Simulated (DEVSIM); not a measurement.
Device: Schottky contact on p-type GaAs, at 300 K.

Layer 1 from the left is GaAs, thickness (μm) 3.30, Na (cm⁻³) 2.8e15, τn (s) 7.8e-10, τp (s) 7.8e-10.

Left contact: Schottky, work function 4.544 eV, emission velocity 4.1e6 cm/s. Right contact: ohmic. Voltage is applied to the left contact. Recombination: SRH at mid-gap, Auger. Mobility is μmin + (μ − μmin)/(1 + (N/Nref)^α).

Constants are typed, rounded textbook-type inputs, not results; the design itself was drawn at random and stands for no fabricated device. Values at 300 K.

GaAs: gap (eV) 1.424, affinity (eV) 4.07, permittivity 12.9, Nc (cm⁻³) 4.7e17, Nv (cm⁻³) 9e18, μn (cm²/Vs) 8500, μp (cm²/Vs) 400, μn,min 500, μp,min 20, Nref,n 6e16, Nref,p 1.5e17, αn 0.39, αp 0.38, Cn (cm⁶/s) 1e-30, Cp (cm⁶/s) 1e-30.

Simulated with DEVSIM: 1D drift-diffusion, Boltzmann statistics, complete ionisation; no tunnelling, impact ionisation, image-force lowering or self-heating. Metal contacts follow the ideal Schottky-Mott rule: no Fermi-level pinning, no interface dipoles.

Dark forward current:

| |V| (V) | |J| (A/cm²) |
|---|---|
| 0.05 | 4.220e-9 |
| 0.10 | 2.537e-8 |
| 0.15 | 1.512e-7 |
| 0.20 | 9.578e-7 |
| 0.25 | 6.292e-6 |
| 0.30 | 4.194e-5 |
| 0.35 | 0.0002804 |
| 0.40 | 0.001868 |
| 0.45 | 0.01234 |
| 0.50 | 0.08002 |
| 0.55 | 0.4928 |
| 0.60 | 2.561 |
| 0.65 | 9.038 |
| 0.70 | 20.78 |
| 0.75 | 36.11 |
| 0.80 | 53.55 |
| 0.85 | 72.27 |
| 0.90 | 91.83 |
| 0.95 | 112.0 |
| 1.00 | 132.5 |
| 1.05 | 153.4 |
| 1.10 | 174.5 |
| 1.15 | 195.8 |
| 1.20 | 217.3 |
| 1.25 | 238.8 |
| 1.30 | 260.5 |

**Question.** Work out the local ideality factor n = ΔV / (kT/q · ln(J2/J1)) between the rows 0.15 and 0.20 V, 0.30 and 0.35 V, 1.25 and 1.30 V.

**Answer.** kT/q = 25.85 mV. From 0.15 to 0.20 V: ln(9.578e-7/1.512e-7) = 1.846, n = 1.05, near the 1 of diffusion or emission over a barrier. From 0.30 to 0.35 V: ln(0.0002804/4.194e-5) = 1.900, n = 1.02, near the 1 of diffusion or emission over a barrier. From 1.25 to 1.30 V: ln(260.5/238.8) = 0.087, n = 22.24; the layers' resistance at their doping, Σ W/(qμN) = 0.0022 Ω cm², would take 48 mV of this step of 50 mV.

**Question.** Estimate the current at 0.30 V for emission alone, J0 = q v N_band exp(−φB/kT), and read the barrier back from the simulated current.

**Answer.** φB = 0.950 eV, N_band = 9.00e18 cm⁻³, J0 = 6.47e-10 A/cm²; J = J0 (exp(qV/kT) − 1) = 7.10e-5 A/cm². The simulation gives 4.19e-5 A/cm²; the estimate lies 69 % above. Read backwards, the simulated current gives an apparent barrier of 0.964 eV. The estimate leaves out transport through the depletion region and minority injection.
